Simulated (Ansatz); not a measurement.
## CdTe, pressure series

The parent structure is CdTe in the zinc blende structure (space group F-43m, No. 216; a = 6.619 Å).

Cell and atoms are relaxed at each pressure.

Level of theory: PBE (Ansatz, an electronic-structure program), spin-orbit coupling left out, earlier PAW set.

Candidates:
(a) pressure 2.1 GPa
(b) pressure 22.5 GPa
(c) pressure −1 GPa

For the base:

| Item | Value |
|---|---|
| Band gap | 0.58 eV |

### Question
Order them by band gap, highest first.

### Answer
(b) pressure 22.5 GPa (1.52 eV), (a) pressure 2.1 GPa (0.74 eV), (c) pressure −1 GPa (0.49 eV)

Spin-orbit coupling, missing from the scalar runs, can matter with Te. Load acts through the strain it causes; cell and atoms are relaxed under it. Whether these cells are dynamically stable was not tested. Measured, CdTe leaves this structure (for cinnabar) near 3.53 GPa (temperature not stated; as listed in Datta, Sujoy, Jana, Debnarayan, arXiv (2020)), on rising pressure, with hysteresis.
